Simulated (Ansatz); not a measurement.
Zinc-blende KBr (model structure), treated with r²SCAN in Ansatz (PAW).

Settings: plane-wave cutoff 500 eV, 8×8×8 k mesh, gaussian smearing 0.02 eV, scalar-relativistic PAW data made under PBE.

Cell (relaxed at this level):

KBr is taken in the cubic space group F-43m (No. 216), the zinc blende structure, Pearson symbol cF8. Lattice parameters: a = b = c = 7.376 Å, α = β = γ = 90.00°. K on 4a is coordinated by 4 Br at 3.194 Å (tetrahedral). Br on 4d is surrounded by 4 K at 3.194 Å (tetrahedral). (Neighbours: up to the widest gap in distance over summed covalent radii, below 1.35, at either atom; cation-cation and far metal-metal contacts left out.)
(The calculation used a cell of 2 atoms; values per cell refer to that cell.)

### Question
Predict the band gap.

### Answer

- band gap = 4.84 eV (on the SCF k mesh)

Note: the relaxation could raise the start's symmetry but not lower it, so the cell can be a saddle point.

Spin–orbit coupling is not included.

Computing time: very roughly 30 core-seconds.

A model structure was made by putting elements into a prototype or built by hand; it is no filed structure, need not be a known phase, and can be a saddle point held by its symmetry.

Ansatz is a first-principles code.
